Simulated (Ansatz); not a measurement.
Consider TiAl (space group P4/mmm, No. 123; a = 2.824 Å, c = 4.075 Å; relaxed with 0.1 eV smearing). Axes: x, y, z lie along a, b, c of the conventional cell.

The values are results of Ansatz (a first-principles code) PBE, no spin-orbit coupling, not measurements.

Before the change:

| Property | Result |
|---|---|
| Pressure | 0.0 GPa |

Now apply this change: uniaxial strain ε_zz = +1.00 %, all other strain components held at zero; the atoms relax in the strained cell.

Question: What does the calculation give for the energy relative to the base after the change?

Answer: The energy goes up by 0.8 meV/atom.

Question: What does the calculation give for the pressure after the change?

Answer: The pressure (mean of the normal stresses, compression positive) goes from zero to -1.1 GPa.

No phonon test of stability was made. The final runs are not spin-polarised.
